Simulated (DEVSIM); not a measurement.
Schottky contact on n-type β-Ga2O3

Device: Schottky contact on n-type β-Ga2O3, at 300 K.

```csv
layer (left to right),material,thickness (μm),Nd (cm⁻³),τn (s),τp (s)
1,β-Ga2O3,7.90,2e16,2.5e-8,2.5e-8
```

Left contact: Schottky, work function 5.08 eV, emission velocity 2e6 cm/s. Right contact: ohmic. Voltage is applied to the left contact. Recombination: SRH at mid-gap, radiative. Mobility is μmin + (μ − μmin)/(1 + (N/Nref)^α).

This is a model device: material constants are rounded textbook-type values typed into the input, and sizes, dopings and lifetimes were drawn at random. Values at 300 K.

| parameter | β-Ga2O3 |
|---|---|
| gap (eV) | 4.8 |
| affinity (eV) | 4 |
| permittivity | 10 |
| Nc (cm⁻³) | 3.7e18 |
| Nv (cm⁻³) | 5e20 |
| μn (cm²/Vs) | 160 |
| μp (cm²/Vs) | 1 |
| μn,min | 20 |
| μp,min | 0.1 |
| Nref,n | 1e18 |
| Nref,p | 1e18 |
| αn | 0.8 |
| αp | 0.8 |
| B (cm³/s) | 1e-12 |

Simulated with DEVSIM: 1D drift-diffusion, Boltzmann statistics, complete ionisation; no tunnelling, impact ionisation, image-force lowering or self-heating. Metal contacts follow the ideal Schottky-Mott rule: no Fermi-level pinning, no interface dipoles.

```json
{
  "potential_step_across_the_device_at_zero_bias": "0.945 V",
  "largest_field_in_the_device_at_zero_bias": "81000 V/cm",
  "Dark forward voltage at 1 A/cm²": "0.729 V",
  "Dark forward voltage at 100 A/cm²": "1.012 V"
}
```

Dark reverse current:

| V (V) | J (A/cm²) |
|---|---|
| -0.04 | -5.8e-13 |
| -0.10 | -7.2e-13 |
| -0.20 | -7.4e-13 |
| -0.30 | -7.5e-13 |
| -0.40 | -7.5e-13 |
| -0.60 | -7.6e-13 |
| -0.80 | -7.6e-13 |
| -1.00 | -7.7e-13 |
| -1.30 | -7.7e-13 |
| -1.60 | -7.8e-13 |
| -2.00 | -7.8e-13 |

Dark forward current:

(V (V), J (A/cm²)): (0.05, 4.3e-12); (0.10, 3.4e-11); (0.20, 1.6e-9); (0.25, 1.1e-8); (0.35, 5.4e-7); (0.40, 3.7e-6); (0.50, 0.00017); (0.55, 0.0012); (0.65, 0.054); (0.70, 0.36); (0.75, 2.1); (0.85, 24); (0.90, 45); (1.00, 94); (1.05, 120); (1.15, 180); (1.20, 210); (1.30, 260); (1.35, 290); (1.40, 320); (1.50, 380); (1.55, 410); (1.65, 470); (1.70, 500); (1.80, 560); (1.85, 590); (1.95, 660); (2.00, 690)
